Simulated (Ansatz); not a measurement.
Consider Ti in the hcp (Mg type) structure (space group P6_3/mmc, No. 194; a = 2.902 Å, c = 4.593 Å; relaxed with 0.1 eV smearing). Axes: x lies along a and z along c of the hexagonal cell.

The values are results of Ansatz (a program for electronic structure) PBEsol, spin-orbit coupling left out, not measurements.

For the base:

```
Item                             Value
-----------------------------  -------
Shortest interatomic distance  2.843 Å
Pressure                       0.0 GPa
```

Perturbation: the cell is stretched by 3.00 % along z with no lateral relaxation, atoms relaxed at fixed cell.

**Question.** Estimate the effect on the shortest interatomic distance, energy relative to the base and pressure.

**Answer.** The shortest interatomic distance increases by 0.056 Å, from 2.843 Å to 2.899 Å; the energy grows by 8.8 meV/atom; the pressure (mean of the normal stresses, compression positive) goes from zero to -3.3 GPa.

The cells carry an imposed strain or load. No phonon test of stability was made. The final runs are not spin-polarised.
